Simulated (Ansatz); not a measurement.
Results of rVV10 (plane waves, PAW; Ansatz, a first-principles code) for cubic perovskite CsHgCl₃.

Input file:

Ansatz 0.2 input:
```yaml
crystal:
  lattice:
    - [5.3522468552, 0.0, 0.0]
    - [0.0, 5.3522468552, 0.0]
    - [0.0, 0.0, 5.3522468552]
  atoms:
    - { symbol: Cs, position: [0.0, 0.0, 0.0] }
    - { symbol: Hg, position: [0.5, 0.5, 0.5] }
    - { symbol: Cl, position: [0.5, 0.0, 0.5] }
    - { symbol: Cl, position: [0.0, 0.5, 0.5] }
    - { symbol: Cl, position: [0.5, 0.5, 0.0] }
basis:
  ecutwfc: 520
  ecutrho_ratio: 4
  xc_grid: 2
kpoints:
  mp_grid: { grid: [10, 10, 10] }
hamiltonian:
  xc: { exchange: rpw86, correlation: pbe }
  dispersion: rvv10
  pseudopotentials: { kind: paw }
scf:
  occupations: { method: fermi_dirac, width: 0.05 }
  convergence: { dr2_threshold: 0.0000000005 }
output:
  forces: true
  stress: true
  eigenvalues: true
```

The run printed, among other lines:

```
Crystal: 5 atoms, lattice volume = 153.323 Å³
Basis set: ecut = 520 eV, 4139 PW (Γ), exchange–correlation on 80×80×80 points (8 copies of the dense FFT grid, shifted against one another)
Bands: 30, of which v1, the nominal top of the filled ones, is band 25 counted from 1 (24 counted from 0)
Symmetry: 48 space group operations
Space group: Pm-3m (ITA 221), of the structure as read, at distance tolerance 5.4e-5 Å
k-points: 56 of 1000
Functional: x = rpw86, c = pbe(β = 0.06672455060314922) + rvv10(b = 6.3, C = 0.0093)
SCF iter   1: F=—  HF=-22893.048740 eV  |F-HF|=—  |Δ(HF+E_count)|=         —  Δρ=5.53e-3  dr2=5.08e-2
SCF iter   2: F=—  HF=-22893.035793 eV  |F-HF|=—  |Δ(HF+E_count)|=   1.29e-2  Δρ=1.79e-3  dr2=7.36e-3
  ...
SCF iter   9: F=—  HF=-22893.033854 eV  |F-HF|=—  |Δ(HF+E_count)|=   1.56e-8  Δρ=1.33e-6  dr2=3.23e-9
SCF iter  10: F=-22893.033854 eV  HF=-22893.033854 eV  |F-HF|=5.09e-11  |Δ(HF+E_count)|=  4.00e-11  Δρ=3.26e-7  dr2=1.69e-10
SCF 1 converged in 10 iterations: F = -22893.033854 eV  dr2 = 1.69e-10
SCF converged after 10 iterations
Free energy (F): -22893.033854 eV
Internal energy: -22893.029401 eV  (E = F + TS)
E sigma→0 (E₀):  -22893.031627 eV
Fermi energy:    3.980420 eV
--- Forces (eV/Å), atoms counted from 1 ---
  atom   1  Cs    -0.00000000     0.00000000    -0.00000000
  atom   2  Hg    -0.00000000    -0.00000000    -0.00000000
  atom   3  Cl    -0.00000000     0.00000000     0.00000000
  atom   4  Cl     0.00000000    -0.00000000    -0.00000000
  atom   5  Cl    -0.00000000    -0.00000000    -0.00000000
--- Stress (GPa, compression-positive) ---
       -0.000051       0.000000      -0.000000
        0.000000      -0.000051       0.000000
        0.000000       0.000000      -0.000051
  P = ⅓ Tr σ = -0.0001 GPa (-0.001 kbar)
```

The PAW data were made under PBE.

It cost around 29 core-seconds (rough) of CPU time.
